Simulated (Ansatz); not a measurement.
# Pressure series in Y

The parent structure is Y in the hcp (Mg type) structure (space group P6_3/mmc, No. 194).

```
CELL_PARAMETERS angstrom
      3.68257     0.00000     0.00000
     -1.84129     3.18920     0.00000
      0.00000     0.00000     5.69848
ATOMIC_POSITIONS crystal
  Y  0.33333 0.66667 0.75000
  Y  0.66667 0.33333 0.25000
```

Cell and atoms are relaxed at each pressure.

Method: r2SCAN (Ansatz, a first-principles code; PAW; 500 eV plane waves; spin-orbit coupling left out).

Notes on the quantities. enthalpy: H = E + PV relative to the base's energy.

| variant | density | c/a ratio | shortest interatomic distance | enthalpy |
|---|---|---|---|---|
| base | 4.41 g/cm³ | 1.547 | 3.555 Å | – |
| pressure −2 GPa | 4.18 g/cm³ | 1.552 | 3.623 Å | -0.43 eV/atom |
| pressure −1 GPa | 4.30 g/cm³ | 1.549 | 3.587 Å | -0.21 eV/atom |
| pressure 3 GPa | 4.72 g/cm³ | (withheld) | 3.473 Å | +0.60 eV/atom |
| pressure 7 GPa | 5.08 g/cm³ | (withheld) | 3.387 Å | +1.36 eV/atom |
| pressure 15 GPa | 5.72 g/cm³ | 1.547 | 3.260 Å | +2.72 eV/atom |
| pressure 30 GPa | (withheld) | 1.584 | 3.113 Å | +4.94 eV/atom |
| pressure 50 GPa | 7.83 g/cm³ | 1.636 | (withheld) | +7.47 eV/atom |
| pressure 75 GPa | 9.01 g/cm³ | 1.680 | 2.824 Å | +10.21 eV/atom |
| pressure 100 GPa | 10.02 g/cm³ | 1.698 | 2.717 Å | +12.63 eV/atom |

Problem. Fill in the withheld entries from the trend.

Solution. 
- pressure 3 GPa, c/a ratio: 1.542
- pressure 7 GPa, c/a ratio: 1.539
- pressure 30 GPa, density: 6.72 g/cm³
- pressure 50 GPa, shortest interatomic distance: 2.985 Å

Load acts through the strain it causes; cell and atoms are relaxed under it. Stability against distortions was not tested. No other phases were tried under pressure. All final runs are without spin polarisation.
